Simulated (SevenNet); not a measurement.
## Hexagonal WC

Level of theory: the machine-learned potential SevenNet-l3i5 (trained on PBE and PBE+U data).

Cell (relaxed at this level):

```
WC
1.0
    2.92913     0.00000     0.00000
   -1.46457     2.53670     0.00000
    0.00000     0.00000     2.85237
W C
1 1
Direct
  0.00000   0.00000   0.00000
  0.33333   0.66667   0.50000
```

```yaml
equilibrium_lattice_constant_a: 2.929 Å
lattice_parameter_c: 2.852 Å
```

Measured, for comparison: lattice constant a 2.906 Å, lattice parameter c 2.837 Å (300 K, no zero-point or thermal correction; as tabulated in Wikipedia's data pages). Computed (rounded) less measured: lattice constant a +0.8 %, lattice parameter c +0.5 %.

A machine-learned potential is trained on density-functional data: it inherits that level's misses and adds fitting errors of its own.
